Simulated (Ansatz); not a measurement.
**BeSe (model structure, started from the cinnabar type, P6₂22, No. 180, 6 atoms in the cell): properties by level of theory**

| level (code) | equilibrium lattice constant a (Å) | c axis length (Å) | formation enthalpy (eV/atom) |
|---|---|---|---|
| PBE (Ansatz) | 3.672 | 8.265 | -0.504 |
| PBEsol (Ansatz) | 3.635 | 8.185 | -0.540 |
| PBE-D3(BJ) (Ansatz) | 3.619 | 8.163 | -0.498 |

Ansatz's density-functional and Hartree–Fock values are scalar-relativistic unless marked +SOC, with PAW data made under PBE.

The computed numbers hold no vibrational or temperature effects.

A model structure was made by putting elements into a prototype or built by hand; it is no filed structure, need not be a known phase, and can be a saddle point held by its symmetry.

Ansatz is a program for electronic structure.
